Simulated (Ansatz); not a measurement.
Take ZnGeP₂ in the chalcopyrite structure (space group I-42d, No. 122; a = 5.4242 Å, c = 10.7095 Å) as the base.

Calculations: PBEsol/PAW in Ansatz (a program for electronic structure), no spin-orbit coupling.

Base values:

Gap between the host's bands: 1.07 eV

It is then changed as follows: electron doping at 1.0×10^22 cm⁻³ (1.58 per cell), with a uniform compensating background at fixed cell and a 300 K Fermi–Dirac width.

Task: How does this affect the Fermi level from band edge?

Result: The Fermi level relative to the doped band's edge (positive inside the band; to 0.05 eV) comes out as +0.70 eV.

Task: How does this affect the gap between the host's bands?

Result: The gap between the host's bands drops by 0.224 eV to 0.84 eV.

Carriers are added with a uniform compensating background; total energy and stress of such cells depend on the potential's zero and are not compared; many-body gap narrowing is missing at this level. Semilocal Kohn–Sham gaps tend to fall short of experiment. No phonon test of stability was made.
